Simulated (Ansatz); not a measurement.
Results of RPBE in Ansatz (PAW) for SiO2 (P4₁2₁2, No. 92).

Settings: plane-wave cutoff 520 eV, 8×8×6 k mesh (along the axes of the cell as run), Fermi–Dirac smearing 0.01 eV, scalar-relativistic PAW data made under PBE.

Shape and atoms are relaxed at each volume.

The direct gap at Γ against volume; x = 100 ln(V/15.840 Å³). One gap is withheld.

```tsv
V (Å³/atom)	x	gap (eV)
15.207	-4.08	?
15.523	-2.02	5.590
15.840	0.00	5.550
16.157	1.98	5.509
16.474	3.92	5.468
```

### Question
Fit a straight line to the rows shown, give the volume deformation potential and predict the withheld gap.

### Answer
Means of the 4 rows: x̄ = 0.970, ȳ = 5.5293 eV. Σ(x − x̄)(y − ȳ) = -0.4029 and Σ(x − x̄)² = 19.604, so the slope is -0.0206 eV per unit of x, and dE_g/d ln V = -2.1 eV. At x = -4.08: 5.5293 + (-0.0206) × (-4.08 − (0.970)) = 5.633 eV. The run gives 5.630 eV, 0.003 eV below the line.

Note: the cell is over a tenth larger than the published one: the level's own overestimate first of all, though another phase or state, or a fault of the published cell, is possible; the bulk modulus comes from volumes at which shape and atoms were relaxed.

Ansatz is a quantum-chemistry and plane-wave program.
